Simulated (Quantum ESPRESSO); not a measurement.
Short convergence ladders for Mg (P-3m1, 2 atoms in the cell)

```yaml
crystal:
  lattice:
    - [1.60018, -2.77160, 0.00000]
    - [1.60018, 2.77160, 0.00000]
    - [0.00000, 0.00000, 5.19437]
  atoms:
    - { symbol: Mg, position: [0.33333, 0.66667, 0.25963] }
    - { symbol: Mg, position: [0.66667, 0.33333, 0.75000] }
```

Base method: LDA (PZ), GBRV 1.5 ultrasoft (LDA) pseudopotentials (plane waves; Quantum ESPRESSO 7.5).

Base settings: ecutwfc = 40 Ry; ecutrho = 200 Ry; occupations = smearing; smearing = fermi-dirac; degauss = 0.0073499 Ry; potentials = {Mg: mg_lda_v1.4.uspp.F.UPF}; K_POINTS = automatic 4 4 3 0 0 0; conv_thr = 1e-10 Ry; mixing_beta = 0.4.

The count of work is k-points × plane waves × bands × iterations; it is no time. 

**The cutoff for other potential files**

Level: DFT, LDA (PZ), plane waves, PSlibrary ultrasoft (LDA, semicore) pseudopotentials.

In this ladder: pseudopotentials = {Mg: Mg.pz-spn-rrkjus_psl.1.0.0.UPF}. Moved along: ecutrho.

The second cell is the first with its lattice scaled by 0.98.

The mesh stays at the base's, so the ladder's end is converged at best in this setting alone.

Only quantities that move along the ladder and can be compared are tabulated.

```csv
ecutwfc,free energy less the last step's (meV/atom),energy of the compressed cell less the first (meV/atom),pressure (GPa),largest difference of a force vector from the last step's (eV/Å),count of work / last
50 Ry,561.30,14.79,-14.45,0.030,0.13
61 Ry,128.18,-7.18,-7.32,0.021,0.18
77 Ry,23.35,-8.19,-2.24,0.001,0.28
94 Ry,15.72,-8.91,-2.33,0.000,0.37
110 Ry,7.46,-9.03,-2.29,0.001,0.39
132 Ry,3.24,-9.12,-2.20,0.000,0.46
165 Ry,0.64,-9.19,-2.14,0.000,0.72
220 Ry,0.00,-9.21,-2.15,0.000,1.0
```

Coarsest ecutwfc that holds the free energy within 2 meV/atom of the last step, with all finer ones: 165 Ry; the step before is off by 3.2 meV/atom.

Coarsest ecutwfc that holds the forces within 0.005 eV/Å of the last step, with all finer ones: 77 Ry, at 0.28 of the last step's count of work; the step before is off by 0.021 eV/Å.

Coarsest ecutwfc that holds the pressure within 0.5 GPa of the last step, with all finer ones: 77 Ry, at 0.28 of the last step's count of work; the step before is off by 5.2 GPa.

The energy difference between the two cells stays within 1 meV/atom of the last step's from 94 Ry on, the total only from 165 Ry on: much of the error is common to both cells and cancels.

At the lowest cutoff the pressure lies 12.3 GPa under the last step's, the usual sign of Pulay stress in an incomplete plane-wave basis.

**The density cutoff**

The mesh stays at the base's, so the ladder's end is converged at best in this setting alone.

Only quantities that move along the ladder and can be compared are tabulated.

| ecutrho | free energy less the last step's (meV/atom) | pressure (GPa) |
|---|---|---|
| 80 Ry | -0.44 | -2.14 |
| 120 Ry | 0.72 | -2.27 |
| 160 Ry | 0.01 | -2.25 |
| 200 Ry | 0.00 | -2.25 |
| 240 Ry | 0.01 | -2.25 |
| 320 Ry | 0.03 | -2.25 |
| 400 Ry | 0.02 | -2.25 |
| 480 Ry | 0.00 | -2.25 |
| 640 Ry | 0.00 | -2.25 |

Coarsest ecutrho that holds the free energy within 0.5 meV/atom of the last step, with all finer ones: 160 Ry; the step before is off by 0.72 meV/atom.

Coarsest ecutrho that holds the pressure within 0.05 GPa of the last step, with all finer ones: 120 Ry; the step before is off by 0.11 GPa.

On the base run: the starting cell has typed, rounded lattice constants, without a prior relaxation at this level. Its lattice was rescaled by up to half a per cent. One atom was moved a little off its site on purpose. Without a gap this mesh is coarse (it stands for a supercell whose shortest vector is 13 Å).
